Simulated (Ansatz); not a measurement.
Take TaC in the rock salt structure (space group Fm-3m, No. 225; a = 4.476 Å) as the base.

Level of theory: Ansatz (an electronic-structure program), PBE, PAW, cutoff 420 eV, without spin-orbit coupling, earlier PAW set.

Before the change:

| Item | Result |
|---|---|
| Shortest interatomic distance | 2.238 Å |

Perturbation: Nb takes the place of Ta on all its sites; the structure is relaxed again.

Tabulated Pauling electronegativity and covalent radius: Ta 1.50, 1.70 Å; Nb 1.60, 1.64 Å.

**Question.** What happens to the shortest interatomic distance?

**Answer.** The shortest interatomic distance goes up by 0.005 Å (2.238 Å → 2.243 Å).

Stability against distortions was not tested. All final runs are without spin polarisation. An odd electron count without spin: NbC and TaC.
